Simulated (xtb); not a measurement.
xtb 6.7.1, GFN2-xTB: Ge(NHiPr)2(OMe)2 (C[O][Ge]([NH]C(C)C)([NH]C(C)C)[O]C), 35 atoms. The geometry is a generated start, not checked to be a minimum at this level.

```json
{
 "run_flags": "--grad",
 "method": "GFN2-xTB",
 "--acc": "1 (default)",
 "--etemp (K)": "300 (default)",
 "basis_functions": "80",
 "valence_electrons": "80"
}
```

One run each on 1 thread. Values of broydamp tried: 0.02, 0.05, 0.1, 0.2, 0.4 (default), 0.6, 0.8, 1.

Problem. Predict the course of the SCC iterations along this series.

Solution. Fewest SCC iterations, within one of each other: 0.4 (default) with 12, 0.6 with 12, 0.8 with 13, 1 with 13. The count rises to 18 at 0.02. All converge to one solution.

| broydamp | SCC iterations | end |
|---|---|---|
| 0.02 | 18 | same solution |
| 0.05 | 17 | same solution |
| 0.1 | 15 | same solution |
| 0.2 | 14 | same solution |
| 0.4 (default) | 12 | same solution |
| 0.6 | 12 | same solution |
| 0.8 | 13 | same solution |
| 1 | 13 | same solution |
